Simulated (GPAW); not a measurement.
Habitual settings against a tight run: NiO (Fm-3m, 4 atoms in the cell)

Self-consistent single point.

```yaml
crystal:
  lattice:
    - [4.22180, 2.11090, 2.11090]
    - [2.11090, 4.22180, 2.11090]
    - [2.11090, 2.11090, 4.22180]
  atoms:
    - { symbol: Ni, position: [0.00000, 0.00000, 0.00000], spin: 2.0 }
    - { symbol: Ni, position: [0.50000, 0.50000, 0.50000], spin: -2.0 }
    - { symbol: O, position: [0.25000, 0.25000, 0.25000] }
    - { symbol: O, position: [0.75000, 0.75000, 0.75000] }
```
(The spins are starting values, not results.)

Method: PBE, GPAW PAW datasets PBE (gpaw-data 1.0.1) (plane waves; GPAW).

Base settings: spinpol = true; mode = pw; ecut = 950 eV; xc = PBE; kpts = 7 7 7; mesh shift (steps) = 0 0 0; occupations.name = methfessel-paxton; occupations.width = 0.02 eV; occupations.order = 0; nbands = -8; convergence.forces = 0.001 eV/Å; convergence.bands = -6.

Tight run (finer mesh or higher cutoff; not a proven limit): ecut: 950 eV → 1330 eV; kpts: 7 7 7 → 10 10 10; convergence.forces: 0.001 eV/Å → default; convergence.energy: default → 2e-11 eV/electron; convergence.density: default → 2e-07 e/electron; convergence.eigenstates: default → 2e-15. It gave top of the valence band (on the code's own zero) 7.09 eV; gap on the k-point mesh 0.95 eV; pressure -0.51 GPa; size of the cell's spin moment 0.00 μB; site moments (μB, in the program's spheres or projections) Ni 1.40, Ni -1.40, O 0.00, O 0.00.

Quick runs, as changes from the base:
- A: the base itself
- B: ecut: 950 eV → 760 eV; kpts: 7 7 7 → 2 2 2; kpts_shift: 0 0 0 → 0.5 0.5 0.5; convergence.forces: 0.001 eV/Å → default; convergence.energy: default → 2e-05 eV/electron; convergence.density: default → 0.0002 e/electron; convergence.eigenstates: default → 2e-09
- C: ecut: 950 eV → 665 eV; xc: PBE → LDA; kpts: 7 7 7 → 4 4 4; potentials: GPAW PAW datasets LDA (gpaw-data 1.0.1) [LDA (Perdew-Wang 92)]

Dashes: gap of B, left out as unsure on this mesh or at this smearing; energy of C, another energy zero.

Gaps are read on each run's own mesh, which may miss the band edges.

† marks runs with another functional, U, potentials or spin treatment: their distance from the tight run is not a convergence error alone.

The count of work is k-points × plane waves × bands × iterations; it is no time. Core times come from one kind of shared machine and are given to one figure; runs under 30 s give none.

The starting cell has typed, rounded lattice constants, without a prior relaxation at this level. Its lattice was rescaled by a random factor within 2.5 % of one. The magnetic order is the one reached from the typed start; others were not searched systematically.

```tsv
run	energy less tight (meV/atom)	gap on the mesh less tight (eV)	count of work / tight	core time / tight (rough)
A	0.4	0.121	0.080	0.06
B	50.4	–	0.0044	0.01
C†	–	-0.509	0.014	0.01
```

Among the runs at the tight run's level, the energy misses run from 0.4 to 50.4 meV/atom.

Left out of this page: 3 runs of the series outside the window shown, repeating another row's setting, or not comparable; 1 run of the series failed or unconverged.
